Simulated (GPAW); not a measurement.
Worked example: self-consistent single point of a sheet of PtSe₂ (3 atoms in the cell) in GPAW.

Method of the run: PBE, GPAW PAW datasets PBE (gpaw-data 1.0.1) (plane waves; GPAW).

The change in words: lattice scaled in the plane by 0.98. Reference geometry:
```xyz
3
Lattice="3.6079 0.0000 0.0000 -1.8039 3.1245 0.0000 0.0000 0.0000 16.9820" Properties=species:S:1:pos:R:3 pbc="T T T"
Pt     0.0000     0.0000     8.4910
Se     0.0000     2.0830     9.9820
Se     1.8039     1.0415     7.0000
```

Reference input (self-consistent single point, DFT PBE, plane waves, GPAW PAW datasets PBE (gpaw-data 1.0.1)): mode = pw; ecut = 600 eV; xc = PBE; kpts = 7 7 1; mesh shift (steps) = 0 0 0; occupations.name = methfessel-paxton; occupations.width = 0.1 eV; occupations.order = 0; nbands = -11; convergence.forces = 0.001 eV/Å; symmetry.symmorphic = false; symmetry.tolerance = 0.0005. This run's input differs from it in these lines:

```diff
@@ -5,4 +5,4 @@
 atoms = Atoms(['Pt', 'Se', 'Se'],
-              cell=[[3.607886, 0.000000, 0.000000],
-                    [-1.803943, 3.124521, 0.000000],
+              cell=[[3.535728, 0.000000, 0.000000],
+                    [-1.767864, 3.062031, 0.000000],
                     [0.000000, 0.000000, 16.982038]],
```

Output (repeated stretches shortened):

```
     iter     time        total  log10-change:
                         energy   eigst   dens  force
iter:   1 --:--:--   -15.202447
iter:   2 --:--:--   -14.901232   -1.37  -1.29
iter:   3 --:--:--   -14.430070   -1.54  -1.33
iter:   4 --:--:--   -14.349242   -2.19  -1.45
iter:   5 --:--:--   -14.351043   -2.23  -1.62
iter:   6 --:--:--   -14.317075   -2.65  -1.93
iter:   7 --:--:--   -14.312781   -3.24  -2.53
iter:   8 --:--:--   -14.313039c  -3.85  -2.78
iter:   9 --:--:--   -14.311873c  -3.60  -2.68
iter:  10 --:--:--   -14.311873c  -4.31  -3.39
iter:  11 --:--:--   -14.311883c  -4.80  -3.43
iter:  12 --:--:--   -14.311885c  -5.10  -3.38
   [... 6 lines left out ...]
iter:  19 --:--:--   -14.311856c  -6.43  -3.71
iter:  20 --:--:--   -14.311852c  -6.69  -3.78
iter:  21 --:--:--   -14.311851c  -7.21  -3.81
iter:  22 --:--:--   -14.311846c  -6.63  -3.84
iter:  23 --:--:--   -14.311846c  -7.58c -4.53c
iter:  24 --:--:--   -14.311846c  -7.66c -4.60c -2.47
iter:  25 --:--:--   -14.311846c  -8.68c -4.90c -3.55c
Converged after 25 iterations.

Dipole moment: (0.000000, 0.000000, -0.000000) |e|*Ang

Energy contributions relative to reference atoms: (reference = -632582.427029)

Kinetic:         +4.333548
Potential:       -6.608837
External:        +0.000000
XC:             -11.524435
Entropy (-ST):   -0.000000
Local:           -0.512121
SIC:             +0.000000
--------------------------
Free energy:    -14.311846
Extrapolated:   -14.311846

Showing only first 2 kpts
 Kpt  Band  Eigenvalues  Occupancy
  0    12     -0.83233    2.00000
  0    13     -0.83233    2.00000
  0    14      1.64211    0.00000
  0    15      1.64212    0.00000

  1    12     -1.32710    2.00000
  1    13     -0.86770    2.00000
  1    14      0.48278    0.00000
  1    15      1.37687    0.00000

Fermi level: -0.42896

Gap: 0.818 eV
Transition (v -> c):
   [... lines left out ...]
Direct gap: 1.350 eV
Transition at: (s=0, k=1, n=13, [0.14, 0.00, 0.00])
Energy (eV): -14.311846

Forces in eV/Ang:
  0 Pt    0.00000    0.00000    0.00000
  1 Se   -0.00000   -0.00000   -0.63850
  2 Se   -0.00000    0.00000    0.63850

Stress tensor:
    -0.013409    -0.000000     0.000000
    -0.000000    -0.013409     0.000000
     0.000000     0.000000     0.010410
Stress (GPa, Voigt): [-2.1483 -2.1483  1.6678  0.      0.     -0.    ]
```

The run converged in 25 iterations. GPAW prints stress with tension positive. Against the reference run the free energy goes up by 18.4 meV/atom and the largest force goes from 1.083 to 0.638 eV/Å.

The starting cell was generated: these elements placed on a structure prototype, without a prior relaxation; it need not be a known phase or ordering of this composition. Its lattice was rescaled in the plane by a random factor within 2.5 % of one. For this run, on top of that: lattice scaled in the plane by 0.98. Spin-orbit coupling is off. Spin polarisation is off. The log's line on a gap gives a spacing of levels on this mesh, which the program prints for metals too.

Cost on one core of a shared machine: roughly 70 s.
